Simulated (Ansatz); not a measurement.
PdHg (P4/mmm), Ansatz (a program for electronic structure) with PBEsol, DFPT electron-phonon coupling, linearised Boltzmann equation: phonon-limited resistivity 2.60 μΩ·cm at 300 K along z (a = (3.01, 0.00, 0.00) Å; b = (0.00, 3.01, 0.00) Å; c = (0.00, 0.00, 3.74) Å), current-weighted mean free path 36 nm, Drude plasma energy 7.96 eV.

Q: What is the classical skin depth at 1 GHz (nonmagnetic, μ₀ = 1.257×10⁻⁶ H/m)?

A: δ = √(ρ/(π f μ₀)) = 2570 nm.

Q: What Drude relaxation time do resistivity and plasma energy imply?

A: ω_p = 1.21e16 s⁻¹, so τ = 1/(ε₀ ω_p² ρ) = 29.7 fs, a damping ħ/τ of 22.2 meV.

Q: Estimate the resistivity of a 80 nm square wire with diffuse walls from ρ ≈ ρ₀(1 + 3ℓ/4d).

A: 1 + 0.75 × 36/80 = 1.34, so ρ ≈ 3.48 μΩ·cm and a line 1 μm long has 5.43 Ω. The formula is the free-electron limit for d well above ℓ; grain boundaries add to it.

A metal at this level (no band gap). Only scattering by harmonic phonons is included (no impurities, grain boundaries, electron-electron scattering or thermal expansion). Spin-orbit coupling is left out, which matters with elements this heavy. The run warned that the eigensolver left some states short of its tolerance. Halving the electron mesh (28x28x24) moves the resistivity by up to 9 % at 300 K, the mean free path by up to 5 %. Smearing 0.20 eV; phonons on a 5x5x4 q mesh, which this run doesn't test.

Formula and space group known from diffraction (Crystallography Open Database), not checked to be the room-temperature form: PdHg (P4/mmm).
